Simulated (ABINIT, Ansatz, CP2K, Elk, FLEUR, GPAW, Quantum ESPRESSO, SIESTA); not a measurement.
**One structure in several programs: BN (F-43m, 2 atoms in the cell)**

Self-consistent single point.

```
BN
1.0
    0.00000     1.79251     1.79251
    1.79251     0.00000     1.79251
    1.79251     1.79251     0.00000
B N
1 1
Cartesian
  0.00000   0.00000   0.00000
  2.68877   2.68877   2.68877
```

Shared settings, as Ansatz (a program for electronic structure) writes them: kpoints.mp_grid.grid = 13 13 13; scf.occupations.method = fixed. Potentials and cutoffs stand in the table.

| code | model | pressure (GPa) | gap on the mesh (eV) | cutoff |
|---|---|---|---|---|
| Quantum ESPRESSO | LDA (PZ), GBRV 1.5 ultrasoft (LDA) pseudopotentials | -0.15 | 4.453 | 40 Ry |
| GPAW | LDA (Perdew-Wang 92), GPAW PAW datasets LDA (gpaw-data 1.0.1) | – | 4.464 | 900 eV |
| Ansatz | LDA (PW92), PAW files made with PBE | -2.55 | 4.460 | 420 eV |
| FLEUR | LDA (Perdew-Zunger), all-electron FLAPW (FLEUR), scalar-relativistic valence | – | 4.477 | Kmax 4.4 1/bohr |
| CP2K | LDA (Pade form), GPW, DZVP-MOLOPT-PBE-GTH basis, GTH-PBE potentials (POTENTIAL_UZH) | 10.47 | 4.408 | grid 400 Ry |
| SIESTA | LDA PW92, numerical atomic orbitals DZP, PseudoDojo LDA standard norm-conserving potentials (rewritten from UPF to PSML) | 0.85 | 4.549 | grid 400 Ry |
| Elk | LDA (PW92), all-electron FP-LAPW, Elk's shipped species files, default APW+lo basis | – | 4.479 | default |
| ABINIT | LDA (PW92), norm-conserving pseudopotentials (PseudoDojo nc-sr-04 LDA standard) | -1.16 | 4.530 | 42 Ha |

A dash marks a value that a program does not give, or that is left out as unsure.

Gaps are read on the mesh.

The spread over the programs that give each value: pressure within 13.02 GPa; gap on the mesh within 0.141 eV.

CP2K and SIESTA use small atom-centred bases, whose incompleteness enters pressures, forces and empty levels differently from a plane-wave cutoff. FLEUR and Elk treat all electrons, but the usual bases taken here (sphere radii, linearisation, local orbitals, empty states) were not tested for convergence, so the values are no reference for the others. Ansatz's pressure is given at a fixed set of plane waves, as the other plane-wave codes print theirs; with its correction for the finite basis it is -1.73 GPa (the shift of 0.81 GPa shows how far the cutoff is from converged). The pressure of GPAW is left out: its cutoff lies under the one at which its stress was checked. The same LDA comes in different parametrisations, which differ slightly.

The starting cell comes from a database of computed structures (which also holds hypothetical and non-ambient phases and stackings), without a prior relaxation at this level. Its lattice was rescaled by a random factor within 2.5 % of one.

Keys are those of Ansatz 0.2.
